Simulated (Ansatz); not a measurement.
# Pressure series in hypothetical P4_2/mnm AlN

Start from AlN (space group P4_2/mnm, No. 136; a hypothetical phase, not in the database extracts checked).

```
AlN
1.0
    5.32951     0.00000     0.00000
    0.00000     5.32951     0.00000
    0.00000     0.00000     3.12193
Al N
4 4
Direct
  0.82303   0.17697   0.50000
  0.17697   0.82303   0.50000
  0.32303   0.32303   0.00000
  0.67697   0.67697   0.00000
  0.81542   0.81542   0.50000
  0.18458   0.18458   0.50000
  0.68458   0.31542   0.00000
  0.31542   0.68458   0.00000
```

Cell and atoms are relaxed at each pressure.

Method: Ansatz (an electronic-structure program) PBE, no SOC.

Candidates:
(a) pressure −1 GPa
(b) pressure 0.3 GPa
(c) pressure 3 GPa
(d) pressure 1.5 GPa

Before the change:

The band gap is 3.73 eV.

Task: Order them by band gap, lowest first.

Result: (a) pressure −1 GPa (3.69 eV), (b) pressure 0.3 GPa (3.74 eV), (d) pressure 1.5 GPa (3.78 eV), (c) pressure 3 GPa (3.83 eV)

Load acts through the strain it causes; cell and atoms are relaxed under it. No phonon test of stability was made.
